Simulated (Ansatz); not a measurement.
An Ansatz (a quantum-chemistry and plane-wave program) input (DFT with PBEsol, PAW potentials and a 420 eV plane-wave cutoff in Ansatz, no spin-orbit coupling, earlier PAW set):

Ansatz 0.2 input:
```yaml
crystal:
  lattice:
    - [3.5526086267, 0, 0]
    - [0, 5.0241473017, 0]
    - [1.7763043134, 2.5120736509, 1.831791157]
  atoms:
    - { symbol: Se, position: [0.5, 0.25, 0] }
    - { symbol: Be, position: [0, 0, 0] }
basis: { ecutwfc: 420, ecutrho_ratio: 4, xc_grid: 2, fft_grid_basis: typed }
kpoints: { mp_grid: { grid: [11, 11, 11] } }
hamiltonian:
  xc: pbesol
  dispersion: none
  pseudopotentials: { azcp: { folder: ./paw }, kind: paw }
scf: { occupations: { method: fermi_dirac, width: 0.05 } }
relax: { f_tol: 0.005, max_steps: 50, cell: { stress_tol: 0.01, fix: [a, b, gamma] } }
output: { forces: true, stress: true }
checkpoint: { write: state.ck, write_every: 1000 }
```

Task: Which symmetry and how many k-points will the program report, and about how many plane waves at Γ?

Result: Space group Imm2 (ITA 44) with 4 operations, k-points 216 of 1331, and 619 plane waves at Γ.

Task: And the final pressure?

Result: 2.56 GPa (compression positive).

The cells carry an imposed strain or load. Stability against distortions was not tested. The cell was made from BeSe in the zinc blende structure (space group F-43m, No. 216) by this change: biaxial strain −2.04 %, plane normal [110], relaxed out of plane.
